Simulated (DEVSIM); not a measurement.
# GaSb p-n junction from an implanted or diffused profile

Device: GaSb p-n junction from an implanted or diffused profile, at 300 K.

| layer (left to right) | material | thickness (μm) | Nd (cm⁻³) | τn (s) | τp (s) |
|---|---|---|---|---|---|
| 1 | GaSb | 4.00 | 2.4e14 | 5.6e-9 | 5.6e-9 |

Added acceptor profile: 2.7e16 cm⁻³ × exp(−(x − 0 μm)²/(2·(0.14 μm)²)). Left contact: ohmic. Right contact: ohmic. Voltage is applied to the left contact. Recombination: SRH at mid-gap, radiative, Auger. Mobility is constant in doping.

The device is made up for the run: typed textbook-type constants, with dimensions and the other settings drawn at random. Values at 300 K.

```tsv
parameter	GaSb
gap (eV)	0.726
affinity (eV)	4.06
permittivity	15.7
Nc (cm⁻³)	2.1e17
Nv (cm⁻³)	1.8e19
μn (cm²/Vs)	5000
μp (cm²/Vs)	850
B (cm³/s)	1e-10
Cn (cm⁶/s)	5e-30
Cp (cm⁶/s)	5e-30
```

DEVSIM, 1D drift-diffusion, Boltzmann statistics, complete ionisation; no tunnelling, impact ionisation, image-force lowering or self-heating.

```yaml
potential_step_across_the_device_at_zero_bias: 0.383 V
Dark forward voltage at 1 A/cm²: 0.215 V
Dark forward voltage at 100 A/cm²: 0.396 V
```

Dark forward current:

| V (V) | J (A/cm²) |
|---|---|
| 0.05 | 0.0033 |
| 0.10 | 0.019 |
| 0.15 | 0.11 |
| 0.25 | 3.2 |
| 0.30 | 14 |
| 0.35 | 45 |
| 0.40 | 110 |
| 0.45 | 200 |
| 0.55 | 460 |
| 0.60 | 590 |
| 0.65 | 720 |
| 0.70 | 840 |
| 0.80 | 1100 |
| 0.85 | 1200 |
| 0.90 | 1300 |
| 0.95 | 1400 |
| 1.00 | 1500 |
| 1.10 | 1600 |
| 1.15 | 1700 |
| 1.20 | 1800 |
